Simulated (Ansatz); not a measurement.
PBE against r2SCAN: BaTiO3, pressure 75 GPa

The reference is BaTiO$_{3}$ in the cubic perovskite structure (space group Pm-3m, No. 221; a = 4.0192 Å).

(Cell as relaxed with PBE.)

Levels (all Ansatz, a quantum-chemistry and plane-wave program, PAW): PBE (420 eV, spin-orbit coupling left out); r2SCAN (500 eV, scalar-relativistic without spin-orbit coupling).

Each level relaxes its own structure.

```json
[
 {"base": "volume per atom", "PBE": "12.99 Å³", "r2SCAN": "12.74 Å³"},
 {"base": "lattice parameter a", "PBE": "4.019 Å", "r2SCAN": "3.994 Å"},
 {"base": "band gap", "PBE": "1.78 eV", "r2SCAN": "2.17 eV"}
]
```

Modification: cell and atoms relaxed at a pressure of 75 GPa.

```tsv
quantity	PBE	r2SCAN
band gap	2.00 eV	?
hole mass (degenerate bands, along [100])	0.26, 0.80, 0.80 mₑ (at Γ)	?
shift of the gap caused by the change	+0.21 eV	?
shortest interatomic distance	1.844 Å	?
```

Problem. Given the PBE results, estimate those of r2SCAN.

Solution. 
- band gap, r2SCAN: 2.43 eV
- hole mass (degenerate bands, along [100]), r2SCAN: 0.29, 0.93, 0.93 mₑ (at Γ)
- shift of the gap caused by the change, r2SCAN: +0.25 eV
- shortest interatomic distance, r2SCAN: 1.842 Å

PBE's band gap lies 0.43 eV below r2SCAN's; PBE's shift of the gap caused by the change lies 0.04 eV below r2SCAN's. Neither level is exact; r2SCAN is the comparison here, not a measurement.

Load acts through the strain it causes; cell and atoms are relaxed under it. Masses are band curvatures over ±0.01 Å⁻¹ around the edge. Whether these cells are dynamically stable was not tested. No other phases were tried under pressure. All final runs are without spin polarisation. Many cubic perovskites are stable only at high temperature; tilts and polar distortions were not tested. This is not the structure that BaTiO3 has at room temperature and ambient pressure.
